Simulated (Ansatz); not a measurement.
The reference is MgO in the rock salt structure (space group Fm-3m, No. 225).

```xyz
2
Lattice="0.0000 2.1071 2.1071 2.1071 0.0000 2.1071 2.1071 2.1071 0.0000" Properties=species:S:1:pos:R:3 pbc="T T T"
Mg     0.0000     0.0000     0.0000
O      2.1071     2.1071     2.1071
```

Calculations: PBEsol (Ansatz, a quantum-chemistry and plane-wave program), no spin-orbit coupling.

Carriers are added at fixed cell with a uniform background; the Fermi–Dirac width is that of 300 K.

One change was made to it. Results:

| quantity | base | after |
|---|---|---|
| Fermi level relative to the doped band's edge (positive inside the band; to 0.05 eV) | – | +0.15 eV |
| gap between the host's bands | 4.62 eV | 4.72 eV |
| gap character | direct at Γ | direct at Γ |

### Question
Which change produced these results?
(A) electrons 2.0×10^22 cm⁻³
(B) holes 2.0×10^22 cm⁻³
(C) holes 3.0×10^21 cm⁻³
(D) electrons 5.0×10^20 cm⁻³
(E) holes 5.0×10^20 cm⁻³

### Answer
C, holes 3.0×10^21 cm⁻³. For comparison, the gap between the host's bands in the other runs: electrons 2.0×10^22 cm⁻³ gives 4.28 eV; holes 2.0×10^22 cm⁻³ gives 5.31 eV; electrons 5.0×10^20 cm⁻³ gives 4.61 eV; holes 5.0×10^20 cm⁻³ gives 4.64 eV.

Carriers are added with a uniform compensating background; total energy and stress of such cells depend on the potential's zero and are not compared; many-body gap narrowing is missing at this level. Stability against distortions was not tested. The base started in Pnma and relaxed to Fm-3m at this level.
